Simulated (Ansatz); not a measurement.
The starting structures come from a database of crystals and need not be the phases stable at ambient conditions.

Tunnelling through a barrier is set by its complex band structure: the current falls as exp(−2κd) with the smallest κ.

Given:

```xyz
12
Lattice="6.6823 0.0000 0.0000 0.0000 6.6929 0.0000 3.3411 -3.3465 7.5217" Properties=species:S:1:pos:R:3 pbc="T T T"
K      8.4314     3.3465     4.8543
K      1.5920     0.0000     2.6673
K      5.0903     3.3465     2.6673
K      4.9331     0.0000     4.8543
Na     0.0000     1.6732     0.0000
Na     0.0000     5.0197     0.0000
In     3.3411     5.0197     0.0000
In     3.3411     1.6732     0.0000
P      1.9031     3.3465     1.4926
P      8.1203     0.0000     6.0291
P      5.2442     3.3465     6.0291
P      4.7792     0.0000     1.4926
```

Space group of this cell: Ibam. The cell is taken as given; by r2SCAN its mean pressure is -0.9 GPa.

Transport runs along the normal of the first two printed cell vectors.

The gap is the functional's own. No spin-orbit coupling. Mid-gap values are interpolated on the energy grid.

Compute, with r2SCAN (Ansatz, an electronic-structure program), the band gap and the smallest decay constant κ at mid-gap.

Gap 1.49 eV on a 6×6×6 mesh; κ = 0.154 1/Å, at the zone centre.
